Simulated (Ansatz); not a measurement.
Results of PBEsol (Ansatz, a first-principles code, plane waves, PAW) for HfC (model structure, within 0.1 Å of P6₃/mmc, No. 194, 4 atoms in the cell).

Input file:

Ansatz 0.2 input:
```yaml
crystal:
  lattice:
    - [3.8150729349, 0.0, 0.0]
    - [-1.9075364675, 3.3039500789, 0.0]
    - [0.0, 0.0, 4.6012484119]
  atoms:
    - { symbol: Hf, position: [0.3333333333, 0.6666666667, -0.0583378282] }
    - { symbol: Hf, position: [0.6666666667, 0.3333333333, 0.4416621718] }
    - { symbol: C, position: [0.3333333333, 0.6666666667, 0.4333378282] }
    - { symbol: C, position: [0.6666666667, 0.3333333333, 0.9333378282] }
basis:
  ecutwfc: 520
  ecutrho_ratio: 4
  xc_grid: 2
kpoints:
  mp_grid: { grid: [12, 12, 8] }
  band_path:
    path:
      - [0.0, 0.0, 0.0]
      - [0.055556, 0.0, 0.0]
      - [0.111111, 0.0, 0.0]
      - [0.166667, 0.0, 0.0]
      - [0.222222, 0.0, 0.0]
      - [0.277778, 0.0, 0.0]
      - [0.333333, 0.0, 0.0]
      - [0.388889, 0.0, 0.0]
      - [0.444444, 0.0, 0.0]
      - [0.5, 0.0, 0.0]
      - [0.466667, 0.066667, 0.0]
      - [0.433333, 0.133333, 0.0]
      - [0.4, 0.2, 0.0]
      - [0.366667, 0.266667, 0.0]
      - [0.333333, 0.333333, 0.0]
      - [0.30303, 0.30303, 0.0]
      - [0.272727, 0.272727, 0.0]
      - [0.242424, 0.242424, 0.0]
      - [0.212121, 0.212121, 0.0]
      - [0.181818, 0.181818, 0.0]
      - [0.151515, 0.151515, 0.0]
      - [0.121212, 0.121212, 0.0]
      - [0.090909, 0.090909, 0.0]
      - [0.060606, 0.060606, 0.0]
      - [0.030303, 0.030303, 0.0]
      - [0.0, 0.0, 0.083333]
      - [0.0, 0.0, 0.166667]
      - [0.0, 0.0, 0.25]
      - [0.0, 0.0, 0.333333]
      - [0.0, 0.0, 0.416667]
      - [0.0, 0.0, 0.5]
      - [0.055556, 0.0, 0.5]
      - [0.111111, 0.0, 0.5]
      - [0.166667, 0.0, 0.5]
      - [0.222222, 0.0, 0.5]
      - [0.277778, 0.0, 0.5]
      - [0.333333, 0.0, 0.5]
      - [0.388889, 0.0, 0.5]
      - [0.444444, 0.0, 0.5]
      - [0.5, 0.0, 0.5]
      - [0.466667, 0.066667, 0.5]
      - [0.433333, 0.133333, 0.5]
      - [0.4, 0.2, 0.5]
      - [0.366667, 0.266667, 0.5]
      - [0.333333, 0.333333, 0.5]
      - [0.30303, 0.30303, 0.5]
      - [0.272727, 0.272727, 0.5]
      - [0.242424, 0.242424, 0.5]
      - [0.212121, 0.212121, 0.5]
      - [0.181818, 0.181818, 0.5]
      - [0.151515, 0.151515, 0.5]
      - [0.121212, 0.121212, 0.5]
      - [0.090909, 0.090909, 0.5]
      - [0.060606, 0.060606, 0.5]
      - [0.030303, 0.030303, 0.5]
      - [0.5, 0.0, 0.416667]
      - [0.5, 0.0, 0.333333]
      - [0.5, 0.0, 0.25]
      - [0.5, 0.0, 0.166667]
      - [0.5, 0.0, 0.083333]
      - [0.333333, 0.333333, 0.416667]
      - [0.333333, 0.333333, 0.333333]
      - [0.333333, 0.333333, 0.25]
      - [0.333333, 0.333333, 0.166667]
      - [0.333333, 0.333333, 0.083333]
    npoints: 1
hamiltonian:
  xc: pbesol
  dispersion: none
  pseudopotentials: { kind: paw }
scf:
  occupations: { method: fermi_dirac, width: 0.01 }
  convergence: { dr2_threshold: 0.0000000004 }
output:
  forces: true
  stress: true
  eigenvalues: true
  write_bands: true
```

Output (set-up and result lines):

```
Crystal: 4 atoms, lattice volume = 57.998 Å³
Basis set: ecut = 520 eV, 1559 PW (Γ), exchange–correlation on 60×60×72 points (8 copies of the dense FFT grid, shifted against one another)
Bands: 36, of which v1, the nominal top of the filled ones, is band 30 counted from 1 (29 counted from 0)
Symmetry: 12 space group operations
Space group: P63mc (ITA 186), of the structure as read, at distance tolerance 3.9e-5 Å
k-points: 95 of 1152 (time reversal used)
Functional: x = pbesol(κ = 0.804, μ = 0.12345679012345678), c = pbesol(β = 0.046)
SCF iter   1: F=—  HF=-31692.156267 eV  |F-HF|=—  |Δ(HF+E_count)|=         —  Δρ=9.41e-3  dr2=6.39e-2
SCF iter   2: F=—  HF=-31692.140932 eV  |F-HF|=—  |Δ(HF+E_count)|=   1.53e-2  Δρ=2.40e-3  dr2=2.45e-3
  ...
SCF iter   8: F=—  HF=-31692.140583 eV  |F-HF|=—  |Δ(HF+E_count)|=  4.29e-10  Δρ=1.13e-6  dr2=1.05e-9
SCF iter   9: F=-31692.140583 eV  HF=-31692.140583 eV  |F-HF|=7.28e-12  |Δ(HF+E_count)|=  2.91e-10  Δρ=1.90e-7  dr2=2.06e-11
SCF 1 converged in 9 iterations: F = -31692.140583 eV  dr2 = 2.06e-11
SCF converged after 9 iterations
Free energy (F): -31692.140583 eV
Internal energy: -31692.140446 eV  (E = F + TS)
E sigma→0 (E₀):  -31692.140515 eV
Fermi energy:    16.706121 eV
--- Forces (eV/Å), atoms counted from 1 ---
  atom   1  Hf    -0.00000000    -0.00000000    -0.06972280
  atom   2  Hf     0.00000000     0.00000000    -0.06972280
  atom   3  C     -0.00000000    -0.00000000     0.06972331
  atom   4  C     -0.00000000     0.00000000     0.06972331
--- Stress (GPa, compression-positive) ---
        0.093439       0.000000       0.000000
        0.000000       0.093439       0.000000
        0.000000       0.000000      -0.224806
  P = ⅓ Tr σ = -0.0126 GPa (-0.126 kbar)
```

The PAW data were made under PBE.

Note: cell and atoms aren't relaxed at this level (largest force component 0.07 eV/Å).

A model structure was made by putting elements into a prototype or built by hand; it is no filed structure, need not be a known phase, and can be a saddle point held by its symmetry.
